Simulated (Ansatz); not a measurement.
N_O in wurtzite ZnO (start: the O site; 96-site cell, 2×2×2 shifted sampling). Calculation: PBE, PAW (plane waves to 420 eV; Ansatz, a quantum-chemistry and plane-wave program). Total energies of the localised charge states, counted from that of charge 0, and their image corrections (point charge with alignment); the host's valence-band maximum lies at 6.706 eV on the cells' energy zero and its gap is 0.74 eV.

```json
[
 {"charge": "0", "moment (μB)": "1.0", "E − E(first) (eV)": "0.000", "correction (eV)": "0.000"},
 {"charge": "−1", "moment (μB)": "not spin-polarised", "E − E(first) (eV)": "6.980", "correction (eV)": "0.162"}
]
```

Problem. Derive the transition levels above the valence-band maximum and say which of them are thermodynamic.

Solution. A level is the Fermi energy at which two charges have equal formation energy: ε(q/q′) = [E(q′) + corr(q′) − E(q) − corr(q)] / (q − q′) − E_VBM.
ε(0/−1) = [(6.980 + 0.162) − (0.000 + 0.000)] / 1 − 6.706 = 0.44 eV
Thermodynamic levels at least 0.1 eV inside the gap: (0/−1) at 0.44 eV. They hold to tenths of an eV in this cell. Charges with a result: +1, 0, −1. Others weren't obtained, and one of them could lie lower, also by skipping a charge. At charge +1 the carrier sat in host band states, shallow at most. Flagged in the runs: a host whose relaxation on this sampling wasn't shown to rest.
